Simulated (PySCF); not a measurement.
PySCF 2.14.0, unrestricted R2SCAN/def2-svpd, df: Ag(F) anion ([F][Ag]), charge -1, multiplicity 2, 2 atoms. The geometry is a generated start, not checked to be a minimum at this level.

| Quantity | Result |
|---|---|
| task | energy |
| method | r2scan |
| basis | def2-svpd |
| two-electron scheme | density fitting |
| mol.max_memory | 3000 MB |
| mf.max_cycle | 100 |
| mf.conv_tol | 1e-09 (default) |
| mf.grids.level | 3 (default) |
| effective core potentials | those of the basis set, past Kr |
| basis functions | 57 |
| grid points | 36704 |

```xyz
2

Ag    -0.5012    -0.4602    -0.7136
F      0.5012     0.4602     0.7136
```

Charge -1 and multiplicity 2 are set for this test and not shown to be the ground state.

With the defaults (mf.DIIS = CDIIS, mf.diis = true, mf.diis_damp = 0, mf.init_guess = minao, mf.damp = 0, mf.diis_start_cycle = 1, mf.level_shift = 0, mf.diis_space = 8) it converges in 14 Fock builds. One run each on 2 threads, 1 BLAS thread, with these changes:
- mf.level_shift = 0.3 Hartree
- mf.init_guess = mod_huckel
- mf.diis_space = 3
- mf.DIIS = EDIIS
- mf.diis = false, mf.damp = 0.7, mf.diis_start_cycle = 999
- mf.diis_space = 12
- mf.diis = false
- mf.init_guess = huckel
- mf.diis_damp = 0.3

### Question
Name the settings that don't reach the solution of the defaults.

### Answer
No convergence: mf.DIIS = EDIIS; mf.diis = false (the run ends without SCF convergence in 100 cycles). The rest reach the solution of the defaults.

| setting | Fock builds | end |
|---|---|---|
| the defaults | 14 | same solution |
| mf.diis_damp = 0.3 | 14 | same solution |
| mf.diis_space = 12 | 14 | same solution |
| mf.init_guess = huckel | 16 | same solution |
| mf.init_guess = mod_huckel | 16 | same solution |
| mf.diis_space = 3 | 18 | same solution |
| mf.level_shift = 0.3 Hartree | 33 | same solution |
| mf.diis = false, mf.damp = 0.7, mf.diis_start_cycle = 999 | 36 | same solution |
| mf.DIIS = EDIIS | 101 | no convergence |
| mf.diis = false | 101 | no convergence |
